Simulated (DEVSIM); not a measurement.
Device: abrupt Si p-n junction, at 300 K.

Layer 1 from the left is Si, thickness (μm) 0.540, Na (cm⁻³) 5.1e15, τn (s) 3.1e-6, τp (s) 3.1e-6. Layer 2 from the left is Si, thickness (μm) 34.0, Nd (cm⁻³) 1.7e16, τn (s) 3.1e-6, τp (s) 3.1e-6.

Left contact: ohmic. Right contact: ohmic. Voltage is applied to the left contact. Recombination: SRH at mid-gap. Mobility is μmin + (μ − μmin)/(1 + (N/Nref)^α).

This is a model device: material constants are rounded textbook-type values typed into the input, and sizes, dopings and lifetimes were drawn at random. Values at 300 K.

Si: gap (eV) 1.124, affinity (eV) 4.05, permittivity 11.7, Nc (cm⁻³) 2.86e19, Nv (cm⁻³) 3.1e19, μn (cm²/Vs) 1417, μp (cm²/Vs) 470, μn,min 52, μp,min 45, Nref,n 9.7e16, Nref,p 2.2e17, αn 0.68, αp 0.72.

Simulated with DEVSIM: 1D drift-diffusion, Boltzmann statistics, complete ionisation; no tunnelling, impact ionisation, image-force lowering or self-heating.

Q: What does the simulation give for the largest field in the device at zero bias, the dark forward voltage at 1 A/cm², the dark forward voltage at 100 A/cm², the potential step across the device at zero bias?

A: largest field in the device at zero bias 28000 V/cm; dark forward voltage at 1 A/cm² 0.507 V; dark forward voltage at 100 A/cm² 0.745 V; potential step across the device at zero bias 0.707 V.
